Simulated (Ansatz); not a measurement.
**Carrier properties of ZnS under load (space group F-43m)**

Consider the following.

```yaml
crystal:
  lattice:
    - [0.00000, 2.58942, 2.58942]
    - [2.58942, 0.00000, 2.58942]
    - [2.58942, 2.58942, 0.00000]
  atoms:
    - { symbol: Zn, position: [0.00000, 0.00000, 0.00000] }
    - { symbol: S, position: [0.25000, 0.25000, 0.25000] }
```

Computed with PBEsol with spin-orbit coupling, rigid bands (plane waves, PAW; Ansatz, a program for electronic structure). Condition of this run: hydrostatic pressure 10 GPa (the target of the relaxation). How the cell was made: cell and atoms relaxed with PBEsol, then loaded as said.

| Property | Result |
|---|---|
| band gap | 2.51 eV |
| electron conductivity mass (300 K, dilute) | 0.199 mₑ |
| hole conductivity mass (300 K, dilute) | 0.74 mₑ |
| effective density of states N_c (300 K) | 2.1e18 cm⁻³ |
| effective density of states N_v (300 K) | 4.2e19 cm⁻³ |
| density-of-states mass, electrons | 0.192 mₑ |
| density-of-states mass, holes | 1.42 mₑ |
| Seebeck coefficient, n-type 1e19 cm⁻³, 300 K | -113 μV/K |
| best n-type power factor at 300 K for τ = 10 fs (best axis; densities from 1e16 to 1e21 cm⁻³ tried, whether or not they can be reached) | 6.4 μW/(cm·K²) at 3e20 cm⁻³ |
| Seebeck coefficient, p-type 1e19 cm⁻³, 300 K | 371 μV/K |
| best p-type power factor at 300 K for τ = 10 fs (best axis; densities from 1e16 to 1e21 cm⁻³ tried, whether or not they can be reached) | 16.6 μW/(cm·K²) at 3e20 cm⁻³ |

Rigid bands; masses and Seebeck coefficients take one relaxation time τ for all states and one kind of carrier; polarons and phonon drag are left out.
